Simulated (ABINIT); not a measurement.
Input and output of a self-consistent single point for SiNi₃ (Pm-3m, 4 atoms in the cell) (ABINIT).

Computed with PBE, norm-conserving pseudopotentials (PseudoDojo nc-sr-05 PBE standard) (plane waves; ABINIT).

```
SiNi3
1.0
    3.54652     0.00000     0.00000
    0.00000     3.54652     0.00000
    0.00000     0.00000     3.54652
Si Ni
1 3
Direct
  0.00000   0.00000   0.00000
  0.00000   0.50000   0.50000
  0.50000   0.00000   0.50000
  0.50000   0.50000   0.00000
```

Reference input (self-consistent single point, DFT, PBE, plane waves, norm-conserving pseudopotentials (PseudoDojo nc-sr-05 PBE standard)): pseudos = [Si.upf, Ni.upf]; ecut = 98 Ry; occopt = 7; tsmear = 0.05 eV; ngkpt = 7 7 7; nshiftk = 1; shiftk = 0 0 0; potentials = PseudoDojo nc-sr-05 PBE standard; nband = 37; kptopt = 1; nstep = 80; tolvrs = 1e-12. This run's input differs from it in these lines:

```diff
@@ -17,3 +17,3 @@
          3.3509785823    3.3509785823    0.0000000000
-ecut 98 Ry
+ecut 58 Ry
 occopt 7
```

Log, with long lists cut:

```
--- !BeginCycle
solver: {iscf: 7, nstep: 80, nline: 4, wfoptalg: 0, }
tolerances: {tolvrs: 1.00E-12, }
...

     iter   Etot(hartree)      deltaE(h)  residm     vres2
 ETOT  1  -505.29407113887    -5.053E+02 3.746E-01 6.901E+02
 ETOT  2  -503.79420407854     1.500E+00 5.709E-02 7.215E+03
 ETOT  3  -506.55646832334    -2.762E+00 1.054E-02 9.297E+02
 ETOT  4  -506.57763854638    -2.117E-02 9.454E-03 8.856E+02
 ETOT  5  -506.50779699895     6.984E-02 9.512E-04 9.659E+02
   [... 8 lines left out ...]
 ETOT 14  -506.91632683859    -1.932E-10 1.112E-04 4.990E-08
 ETOT 15  -506.91632683860    -4.945E-12 2.900E-05 9.138E-11
 ETOT 16  -506.91632683861    -1.222E-11 1.239E-04 1.100E-12
 ETOT 17  -506.91632683861     3.581E-12 3.258E-05 4.656E-15
 At SCF step   17       vres2   =  4.66E-15 < tolvrs=  1.00E-12 =>converged.

 Cartesian components of stress tensor (hartree/bohr^3)
  sigma(1 1)=  1.49429426E-02  sigma(3 2)=  0.00000000E+00
  sigma(2 2)=  1.49429426E-02  sigma(3 1)=  0.00000000E+00
  sigma(3 3)=  1.49429426E-02  sigma(2 1)=  0.00000000E+00

 ----iterations are completed or convergence reached----

 reduced coordinates (array xred) for    4 atoms
       0.000000000000      0.000000000000      0.000000000000
       0.000000000000      0.500000000000      0.500000000000
       0.500000000000      0.000000000000      0.500000000000
       0.500000000000      0.500000000000      0.000000000000
 cartesian forces (eV/Angstrom) at end:
    1     -0.00000000000000    -0.00000000000000    -0.00000000000000
   [... lines left out ...]
 Fermi (or HOMO) energy (hartree) =   0.40026   Average Vxc (hartree)=  -0.49046
   [... lines left out ...]
total_energy        : -5.06916326838607E+02
total_energy_eV     : -1.37938947545066E+04
band_energy         : -4.59864476586937E+01
...

-Cartesian components of stress tensor (GPa)         [Pressure= -4.3964E+02 GPa]
- sigma(1 1)=  4.39636476E+02  sigma(3 2)=  0.00000000E+00
- sigma(2 2)=  4.39636476E+02  sigma(3 1)=  0.00000000E+00
- sigma(3 3)=  4.39636476E+02  sigma(2 1)=  0.00000000E+00

 Calculation completed.
```

The run converged in 17 iterations. Against the reference run the free energy goes up by 5.12 eV/atom and the pressure goes from -6.75 to -439.6 GPa.

The starting cell comes from a database of computed structures (which also holds hypothetical and non-ambient phases and stackings), without a prior relaxation at this level. Its lattice was rescaled by a random factor within 2.5 % of one. Spin polarisation is off. At the lowered cutoff the pressure carries the error of an incomplete plane-wave basis.

Cost on one core of a shared machine: roughly 2 min.
